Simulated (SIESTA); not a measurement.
**Energy from pressure between two volumes: SnTe (I4mm, 2 atoms in the cell)**

```yaml
crystal:
  lattice:
    - [0.00000, 3.14420, 3.14420]
    - [3.14420, 0.00000, 3.14420]
    - [3.14420, 3.14420, 0.00000]
  atoms:
    - { symbol: Sn, position: [0.00795, 0.00795, 0.99205] }
    - { symbol: Te, position: [0.50000, 0.50000, 0.50000] }
```

Method of the run: GGA PBEsol, numerical atomic orbitals DZP, PseudoDojo PBEsol standard norm-conserving potentials (rewritten from UPF to PSML) in SIESTA 5.4.2.

Settings: XC.functional = GGA; XC.authors = PBEsol; potentials = PseudoDojo PBEsol standard; PAO.BasisSize = DZP; PAO.EnergyShift = 0.01 Ry; MeshCutoff = 840 Ry; kgrid.MonkhorstPack = 3 3 3; OccupationFunction = FD; ElectronicTemperature = 10 meV; MaxSCFIterations = 150. This cutoff ends a ladder whose last two steps agree within 1 meV/atom.

The second cell is the first with its lattice scaled by 0.98, at the same fractional positions.

The starting cell has typed, rounded lattice constants, without a prior relaxation at this level. Its lattice was rescaled by up to half a per cent. One atom was moved a little off its site on purpose. Values carry the incompleteness of an atom-centred basis.

| cell | volume (Å³/atom) | pressure (GPa) | F less the first cell's (meV/atom) |
|---|---|---|---|
| first | 31.0835 | 0.89 | 0.00 |
| second | 29.2556 | 4.59 | ? |

Estimate the energy of the second cell from the pressures, and the bulk modulus between the two volumes.

With P = −dF/dV, the trapezoid gives ΔF ≈ −(P₁ + P₂)/2 · ΔV = −(2.740 GPa) · (-1.8279 Å³) = 31.26 meV/atom (1 eV/Å³ = 160.22 GPa). The modulus at fixed fractional positions is B = −ΔP/Δln V = 61 GPa, a mean over the interval; zero pressure lies outside it, so this is not the modulus at equilibrium. P(V) is curved, so the trapezoid lies high by about |ΔV|³·B·(1 + B′)/(12·V̄²) = 1.07 meV/atom for an assumed B′ = 4, which leaves 30.19 meV/atom. The runs gave 30.27 meV/atom, a miss of 0.08 meV/atom. Cases were kept where this miss is small, so the page shows the method and is no test of it.

Left out of this page: 15 runs of the series outside the window shown, repeating another row's setting, or not comparable.
